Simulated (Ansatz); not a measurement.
Stishovite (SiO2) was calculated with r²SCAN (Ansatz, a first-principles code, PAW).

Settings: plane-wave cutoff 500 eV, 10×6×1 k mesh (along the axes of the cell as run), gaussian smearing 0.02 eV, scalar-relativistic PAW data made under PBE.

Task: What does this level give for the surface energy of the (110) face and ionisation potential of the slab?

Result: 
surface energy of the (110) face: 1.41 J/m²
ionisation potential of the slab: 8.28 eV

The slab of 36 atoms is relaxed and unreconstructed.

The computed numbers hold no vibrational or temperature effects.

Computing time: about 40 core-minutes (a rough figure).
